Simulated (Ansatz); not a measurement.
Input and output of a self-consistent single point for AlNi (Cmm2, 2 atoms in the cell) (Ansatz, a quantum-chemistry and plane-wave program).

Level of theory: PBEsol, harder PAW files (source: ansatz) made with PBE (plane waves; Ansatz).

The change in words: lattice scaled by 0.98; basis.ecutwfc: 30.9 Ry → 37.1 Ry; hamiltonian.pseudopotentials: {kind: paw} (the program's default PAW files) → {kind: paw, source: ansatz}. Reference geometry:
```
CELL_PARAMETERS angstrom
      1.93288    -1.94733     0.00000
      1.93288     1.94733     0.00000
      0.00000     0.00000     3.09013
ATOMIC_POSITIONS crystal
  Al 0.00000 0.00000 0.01618
  Ni 0.50000 0.50000 0.50000
```

Reference input (self-consistent single point, DFT, PBEsol, plane waves, default PAW files made with PBE): basis.ecutwfc = 30.9 Ry; kpoints.mp_grid.grid = 12 12 11; hamiltonian.xc = pbesol; hamiltonian.pseudopotentials = {kind: paw} (the program's default PAW files); scf.occupations.method = gaussian; scf.occupations.width = 0.0073 Ry. This run's input differs from it in these lines:

Ansatz 0.2 input:
```diff
@@ -2,10 +2,10 @@
   lattice:
-    - [1.932879, -1.947330, 0.000000]
-    - [1.932879, 1.947330, 0.000000]
-    - [0.000000, 0.000000, 3.090132]
+    - [1.894221, -1.908383, 0.000000]
+    - [1.894221, 1.908383, 0.000000]
+    - [0.000000, 0.000000, 3.028329]
   atoms:
-    - { symbol: Al, position_ang: [0.000000, 0.000000, 0.050001] }
-    - { symbol: Ni, position_ang: [1.932879, 0.000000, 1.545066] }
+    - { symbol: Al, position_ang: [0.000000, 0.000000, 0.049001] }
+    - { symbol: Ni, position_ang: [1.894221, 0.000000, 1.514164] }
 basis:
-  ecutwfc: 30.9 Ry
+  ecutwfc: 37.1 Ry
 kpoints:
@@ -14,3 +14,3 @@
   xc: pbesol
-  pseudopotentials: { kind: paw }
+  pseudopotentials: { kind: paw, source: ansatz }
 scf:
```

Log, with long lists cut:

```
SCF iter   1: F=—  HF=-8222.137406 eV  |F-HF|=—  |Δ(HF+E_count)|=         —  Δρ=5.29e-2  dr2=2.45e-1  ethr=3.10e-3  ⟨swp⟩=5.8  Hψ=24096  notcnv=0
all-band conjugate gradients solve this SCF's bands
preconditioner: auto → none
SCF iter   2: F=—  HF=-8222.054605 eV  |F-HF|=—  |Δ(HF+E_count)|=   8.28e-2  Δρ=3.14e-2  dr2=2.47e-1  ethr=8.44e-4  ⟨swp⟩=2.2  Hψ=11638  notcnv=0  defer=98
   [... lines left out ...]
SCF iter   4: F=—  HF=-8222.008973 eV  |F-HF|=—  |Δ(HF+E_count)|=   4.67e-4  Δρ=1.83e-3  dr2=2.82e-4  ethr=9.23e-5  ⟨swp⟩=1.3  Hψ=6381  notcnv=0  defer=98
SCF iter   5: F=—  HF=-8222.009173 eV  |F-HF|=—  |Δ(HF+E_count)|=   2.01e-4  Δρ=4.17e-4  dr2=3.52e-5  ethr=9.71e-7  ⟨swp⟩=2.1  Hψ=6673  notcnv=0  defer=98
SCF iter   6: F=—  HF=-8222.009253 eV  |F-HF|=—  |Δ(HF+E_count)|=   7.94e-5  Δρ=5.79e-5  dr2=4.82e-7  ethr=1.22e-7  ⟨swp⟩=2.0  Hψ=6424  notcnv=0  defer=97
SCF iter   7: F=-8222.009253 eV  HF=-8222.009253 eV  |F-HF|=4.78e-10  |Δ(HF+E_count)|=   5.45e-8  Δρ=1.01e-5  dr2=6.08e-9  ethr=3.45e-10  ⟨swp⟩=8.3  Hψ=24281  notcnv=0
SCF 1 converged in 7 iterations: F = -8222.009253 eV  dr2 = 6.08e-9
Free energy (F): -8222.009253 eV
Internal energy: -8222.005560 eV  (E = F + TS)
E sigma→0 (E₀):  -8222.007406 eV
Entropy (-TS):   -0.003693 eV (-1.846 meV/atom)
Fermi energy:    17.155281 eV
--- Forces (eV/Å), atoms counted from 1 ---
  atom   1  Al     0.00000000     0.00000000    -0.42159692
  atom   2  Ni     0.00000000     0.00000000     0.42159628
--- Stress (GPa, compression-positive) ---
       19.464565       0.000000       0.000000
        0.000000      17.385039       0.000000
        0.000000       0.000000       9.914787
  P = ⅓ Tr σ = 15.5881 GPa (155.881 kbar)
  The stress holds the Pulay correction. Without it, at fixed plane waves, as pw.x and ABINIT print it: P = -94.8093 GPa
```

The run converged in 7 iterations. Against the reference run the pressure goes from 2.19 to 15.59 GPa and the largest force goes from 0.333 to 0.422 eV/Å.

The starting cell comes from a database of computed structures (which also holds hypothetical and non-ambient phases and stackings), without a prior relaxation at this level. Its lattice was rescaled by up to half a per cent. One atom was moved a little off its site on purpose. For this run, on top of that: lattice scaled by 0.98. Spin polarisation is off. Ansatz's pressure includes its estimate of the finite-basis (Pulay) stress. Without the estimate this run gives -94.81 GPa. The cutoff lies below the one recommended for these files.
